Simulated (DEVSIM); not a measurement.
System: Schottky contact on n-type CdTe, at 300 K.

```csv
layer (left to right),material,thickness (μm),Nd (cm⁻³),τn (s),τp (s)
1,CdTe,4.00,8.7e15,4.2e-10,4.2e-10
```

Left contact: Schottky, work function 5.09 eV, emission velocity 7.9e6 cm/s. Right contact: ohmic. Voltage is applied to the left contact. Recombination: SRH at mid-gap, Auger. Mobility is μmin + (μ − μmin)/(1 + (N/Nref)^α).

The device is made up for the run: typed textbook-type constants, with dimensions and the other settings drawn at random. Values at 300 K.

| parameter | CdTe |
|---|---|
| gap (eV) | 1.5 |
| affinity (eV) | 4.28 |
| permittivity | 10.2 |
| Nc (cm⁻³) | 8e17 |
| Nv (cm⁻³) | 1.8e19 |
| μn (cm²/Vs) | 1000 |
| μp (cm²/Vs) | 80 |
| μn,min | 100 |
| μp,min | 10 |
| Nref,n | 1e17 |
| Nref,p | 1e17 |
| αn | 0.6 |
| αp | 0.6 |
| Cn (cm⁶/s) | 1e-30 |
| Cp (cm⁶/s) | 1e-30 |

Simulated with DEVSIM: 1D drift-diffusion, Boltzmann statistics, complete ionisation; no tunnelling, impact ionisation, image-force lowering or self-heating. Metal contacts follow the ideal Schottky-Mott rule: no Fermi-level pinning, no interface dipoles.

### Question
Tabulate band edges, carrier densities and field at 1.15 V on the left contact.

### Answer
Energies count from the Fermi level of the right contact; mesh points crowd at the junctions.

```tsv
x (μm)	Ec (eV)	Ev (eV)	n (cm⁻³)	p (cm⁻³)	field (V/cm)
0.000	-0.340	-1.840	1.1e15	4.6e7	-6400
0.01207	-0.347	-1.847	2.0e15	3.4e7	-4900
0.02798	-0.353	-1.853	3.4e15	2.5e7	-3300
0.05395	-0.359	-1.859	5.4e15	1.8e7	-1300
0.1027	-0.360	-1.860	7.6e15	1.3e7	490
0.1657	-0.355	-1.855	8.5e15	1.1e7	1100
0.2601	-0.344	-1.843	8.7e15	8600000	1200
0.4370	-0.322	-1.822	8.7e15	6000000	1200
0.6662	-0.294	-1.794	8.7e15	3800000	1200
0.9682	-0.256	-1.756	8.7e15	2000000	1200
1.461	-0.196	-1.696	8.7e15	750000	1200
2.370	-0.084	-1.584	8.7e15	120000	1200
2.873	-0.022	-1.522	8.7e15	43000	1200
3.255	0.025	-1.475	8.7e15	20000	1200
3.569	0.064	-1.436	8.7e15	10000	1200
3.708	0.081	-1.419	8.7e15	7400	1200
3.813	0.094	-1.406	8.7e15	5200	1200
3.877	0.102	-1.398	8.7e15	3800	1200
3.937	0.109	-1.391	8.7e15	2100	1200
3.966	0.113	-1.387	8.7e15	1200	1200
3.984	0.115	-1.385	8.7e15	610	1200
4.000	0.117	-1.383	8.7e15	< 1e2	1200
```
